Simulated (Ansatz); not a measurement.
## O on the 1x1 (111) surface of fcc Cu, one in a 2x2 cell, started at the site 'hollow Cu-Cu-Cu over Cu at depth 4.1 Å'

Method: r2SCAN, at the PBE geometry and the start's symmetry (plane waves to 500 eV, PAW; Ansatz, a program for electronic structure).

Model: 17-atom slab, 6.2 Å thick at the start under the adsorbate (thin: gaps and levels are the slab's own), 6x6x1 mesh, Fermi-Dirac 0.1 eV, dipole correction, single point; on the structure that PBE left under its start's symmetry; spin-polarised, no spin-orbit, no U, no dispersion correction. The starting moment vanished. The program's check for a lower electronic state was not made. At the end it is bonded to 3 Cu. In PBE it is, or lies within 0.03 eV of, the lowest of the starts that converged; the order may differ at this level.

adsorption energy against ½ O2(g) at the same level: -1.82 eV
work function of the top face: 5.80 eV
change of the work function: 1.00 eV
change of the step from the bottom to the top vacuum level, against the clean slab: 0.98 eV
height of the binding atom over the mean of the host atoms within 0.3 Å of the top one: 1.135 Å
magnetic moment of the cell: 0.00 μB
nearest host atoms of the binding atom: Cu at 1.88 Å, Cu at 1.88 Å, Cu at 1.88 Å
cost: very roughly 14 core-minutes

A negative adsorption energy means that the adsorbate is more stable on the surface than in its reference.
